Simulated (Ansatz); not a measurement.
Start from W$_{2}$N in the anti-CdI2 type structure (space group P-3m1, No. 164; a hypothetical phase, not in the database extracts checked; relaxed with 0.1 eV smearing).

```
W2N
1.0
    2.80311     0.00000     0.00000
   -1.40156     2.42756     0.00000
    0.00000     0.00000     5.29891
N W
1 2
Direct
  0.00000   0.00000   0.00000
  0.33333   0.66667   0.26916
  0.66667   0.33333   0.73084
```

Cartesian axes are those of the cell as printed.

Method: Kohn–Sham DFT with the PBEsol functional, run in Ansatz (a quantum-chemistry and plane-wave program) with PAW and 420 eV plane waves, no spin-orbit coupling.

Base values:

```
Property                            Value
-----------------------------  ----------
Pressure                          0.0 GPa
Shortest interatomic distance  4.076 bohr
```

Perturbation: the symmetric strain tensor [-0.0025 0.0197 0.0031; 0.0197 0.0070 0.0067; 0.0031 0.0067 0.0009], atoms relaxed at fixed cell.

### Question
How does this affect the pressure, energy relative to the base and shortest interatomic distance?

### Answer
The pressure (mean of the normal stresses, compression positive) goes from zero to -0.9 GPa; the energy drops by 11 meV/atom; the shortest interatomic distance decreases by 0.063 bohr to 4.013 bohr.

No phonon test of stability was made. The final runs are not spin-polarised. An odd electron count without spin: W2N. Under strain tensor (xx, yy, zz, yz, xz, xy) = (−0.25, +0.70, +0.09, +0.67, +0.31, +1.97) % the cell ends below the base's energy or with stress of the wrong sign: the atoms slid into a distortion or the cell is elastically unstable, so the base is not a stable minimum at this level.
